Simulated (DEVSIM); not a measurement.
Structure: illuminated In0.53Ga0.47As p-on-n cell, one wavelength, at 300 K.

Layer 1 from the left is In0.53Ga0.47As, thickness (μm) 0.320, Na (cm⁻³) 5.1e17, τn (s) 2.1e-9, τp (s) 1.6e-8, absorption coefficient (cm⁻¹) 36000. Layer 2 from the left is In0.53Ga0.47As, thickness (μm) 5.20, Nd (cm⁻³) 6.7e16, τn (s) 3.8e-8, τp (s) 3.8e-8, absorption coefficient (cm⁻¹) 36000.

Left contact: ohmic, minority electron recombination velocity 5e6 cm/s. Right contact: ohmic, minority hole recombination velocity 5e5 cm/s. Voltage is applied to the left contact. Recombination: SRH at mid-gap, radiative, Auger. Light enters at the left, 6.8e17 photons cm⁻² s⁻¹, one pass, no reflection. Mobility is constant in doping.

Constants are typed, rounded textbook-type inputs, not results; the design itself was drawn at random and stands for no fabricated device. Values at 300 K.

In0.53Ga0.47As: gap (eV) 0.74, affinity (eV) 4.51, permittivity 13.9, Nc (cm⁻³) 2.1e17, Nv (cm⁻³) 7.7e18, μn (cm²/Vs) 12000, μp (cm²/Vs) 300, B (cm³/s) 9.6e-11, Cn (cm⁶/s) 5e-29, Cp (cm⁶/s) 5e-29.

Simulated with DEVSIM: 1D drift-diffusion, Boltzmann statistics, complete ionisation; no tunnelling, impact ionisation, image-force lowering or self-heating.

### Question
What does the simulation give for the share of generated pairs collected at short circuit, the potential step across the device at zero bias, the fill factor?

### Answer
share of generated pairs collected at short circuit 0.854; potential step across the device at zero bias 0.640 V; fill factor 0.72.
